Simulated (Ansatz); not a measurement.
The starting structures come from a database of crystals and need not be the phases stable at ambient conditions.

By PBEsol, the system below comes out a metal.

```xyz
4
Lattice="3.8862 0.0000 0.0000 0.0000 3.8862 0.0000 1.9431 -1.9431 4.5503" Properties=species:S:1:pos:R:3 pbc="T T T"
Zr     0.0000     0.0000     0.0000
Ga     3.8862     1.9431     2.2752
Ga     1.9431     0.0000     2.2752
Ga     1.9431     1.9431     0.0000
```

Space group of this cell: I4/mmm. The cell is taken as given; by PBEsol its mean pressure is -2.1 GPa.

The current flows along the normal of the first two printed cell vectors, the (001) plane of the conventional cell. No spin-orbit coupling; the value is a mean over 0.1 eV about the Fermi level.

Task: State the ballistic conductance per area according to PBEsol run with Ansatz (an electronic-structure program).

Result: 0.45 × 10¹⁵ S/m² for both spins.
